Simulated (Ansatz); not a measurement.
Worked example: zone-centre phonon calculation of LaPd (Cmcm, 4 atoms in the cell) in Ansatz (an electronic-structure program).

Computed with LDA (PW92), default PAW files made with PBE (plane waves; Ansatz).

```yaml
crystal:
  lattice:
    - [1.98699, -5.50052, 0.00000]
    - [1.98699, 5.50052, 0.00000]
    - [0.00000, 0.00000, 4.64436]
  atoms:
    - { symbol: La, position: [0.86482, 0.13518, 0.75000] }
    - { symbol: La, position: [0.13518, 0.86482, 0.25000] }
    - { symbol: Pd, position: [0.58721, 0.41279, 0.75000] }
    - { symbol: Pd, position: [0.41279, 0.58721, 0.25000] }
```

Reference input (self-consistent single point, DFT, LDA (PW92), plane waves, default PAW files made with PBE): basis.ecutwfc = 420 eV; kpoints.mp_grid.grid = 9 9 7; hamiltonian.xc = lda; hamiltonian.pseudopotentials = {kind: paw} (the program's default PAW files); scf.occupations.method = gaussian; scf.occupations.width = 0.1 eV. This run's input differs from it in these lines:

Ansatz 0.2 input:
```diff
@@ -11,3 +11,3 @@
 basis:
-  ecutwfc: 420.0 eV
+  ecutwfc: 295.0 eV
 kpoints:
@@ -23,6 +23,4 @@
     width: 0.1 eV
-output:
-  forces: true
-  eigenvalues: true
-  stress: true
+phonons:
+  method: dfpt
```

The program printed (abridged):

```
SCF iter   1: F=—  HF=-25843.805459 eV  |F-HF|=—  |Δ(HF+E_count)|=         —  Δρ=1.29e-2  dr2=1.34e-1  ethr=1.77e-3  ⟨swp⟩=8.5  Hψ=15999  notcnv=0
all-band conjugate gradients solve this SCF's bands
preconditioner: auto → Kerker (q_TF=auto, 2.485 Å⁻¹)
SCF iter   2: F=—  HF=-25843.780707 eV  |F-HF|=—  |Δ(HF+E_count)|=   2.48e-2  Δρ=4.72e-3  dr2=4.11e-2  ethr=2.31e-4  ⟨swp⟩=3.0  Hψ=9015  notcnv=0  defer=101
   [... lines left out ...]
SCF iter   7: F=—  HF=-25843.775156 eV  |F-HF|=—  |Δ(HF+E_count)|=   8.22e-7  Δρ=6.44e-6  dr2=5.98e-8  ethr=9.86e-10  ⟨swp⟩=2.4  Hψ=6355  notcnv=0  defer=101
SCF iter   8: F=—  HF=-25843.775156 eV  |F-HF|=—  |Δ(HF+E_count)|=   4.29e-9  Δρ=1.67e-6  dr2=5.69e-9  ethr=1.03e-10  ⟨swp⟩=2.7  Hψ=5325  notcnv=0  defer=101
SCF iter   9: F=—  HF=-25843.775156 eV  |F-HF|=—  |Δ(HF+E_count)|=  7.75e-10  Δρ=2.78e-7  dr2=6.78e-11  ethr=9.81e-12  ⟨swp⟩=2.0  Hψ=4703  notcnv=0  defer=101
SCF iter  10: F=-25843.775156 eV  HF=-25843.775156 eV  |F-HF|=0.00e0  |Δ(HF+E_count)|=  3.64e-12  Δρ=6.34e-8  dr2=4.39e-12  ethr=1.00e-12  ⟨swp⟩=13.8  Hψ=19821  notcnv=0
SCF 1 converged in 10 iterations: F = -25843.775156 eV  dr2 = 4.39e-12
DFPT response loops at Γ: preconditioner auto → Kerker (q_TF=auto, 2.485 Å⁻¹) (partly filled bands, converged f_vac=0.000) …
Free energy (F): -25843.775156 eV
Internal energy: -25843.761764 eV  (E = F + TS)
E sigma→0 (E₀):  -25843.768460 eV
Entropy (-TS):   -0.013392 eV (-3.348 meV/atom)
Fermi energy:    13.814512 eV
--- Phonons (Γ-DFPT): 6 representative perturbations + reference, on 100 of 567 k-points (Σ response iterations 18) ---
  k mesh reduced under 4 symmetry operations, with k and −k counted as one. Each operation leaves every solved displacement unchanged or reverses it
  ASR residual: 6.062e-5 → 0.000e0 eV/Å²; symmetrization residual: 7.494e-6 eV/Å²
  ASR residual per site (eV/Å²): 2.89e-5 2.89e-5 6.06e-5 6.06e-5
  Γ frequencies (cm⁻¹): 0.00 0.00 0.00 66.47 78.43 81.25 84.10 84.44 85.13 94.03 102.08 112.61
  non-analytic LO–TO correction: not included (Born effective charges unavailable; polar crystals: no LO–TO splitting at Γ)
```

The run converged in 10 iterations. 

Summary of the result:
* **Free energy E − TS (on the zero of these files)**: -25843.7752 eV
* **Fermi level (on the code's own zero)**: 13.81 eV
* **Zone-centre frequencies (cm⁻¹; negative means imaginary)**: 0, 0, 0, 66, 78, 81, 84, 84, 85, 94, 102, 113

The starting cell comes from a database of computed structures (which also holds hypothetical and non-ambient phases and stackings), without a prior relaxation at this level. Its lattice was rescaled by up to half a per cent. Spin polarisation is off. The cutoff lies below the one recommended for these files.

Cost on one core of a shared machine: roughly 3 min.
